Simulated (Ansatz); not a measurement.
## TiC, pressure series

Start from TiC in the rock salt structure (space group Fm-3m, No. 225; a = 4.3327 Å).

Cell and atoms are relaxed at each pressure.

Method: PBE (Ansatz, a program for electronic structure, PAW, scalar-relativistic without spin-orbit coupling), earlier PAW set.

Two rows of this table had their results exchanged by mistake.

| pressure | volume per atom (Å³) | shortest distance (Å) | band gap |
|---|---|---|---|
| pressure −2 GPa | 10.25 | 2.172 | zero |
| pressure −1 GPa | 10.21 | 2.169 | zero |
| pressure 0.9 GPa | 10.13 | 2.164 | zero |
| pressure 2.1 GPa | 10.08 | 2.160 | zero |
| pressure 4.5 GPa | 9.99 | 2.154 | zero |
| pressure 9 GPa | 9.83 | 2.142 | zero |
| pressure 15 GPa | 9.21 | 2.096 | zero |
| pressure 22.5 GPa | 9.41 | 2.111 | zero |
| pressure 30 GPa | 9.63 | 2.128 | zero |

Problem. Which two?

Solution. The rows for pressure 15 GPa and pressure 30 GPa: the volume has to fall steadily with pressure, so 9.63 Å³ belongs to pressure 15 GPa and 9.21 Å³ to pressure 30 GPa.

Load acts through the strain it causes; cell and atoms are relaxed under it. No phonon test of stability was made. Competing high-pressure phases were not computed. All final runs are without spin polarisation.
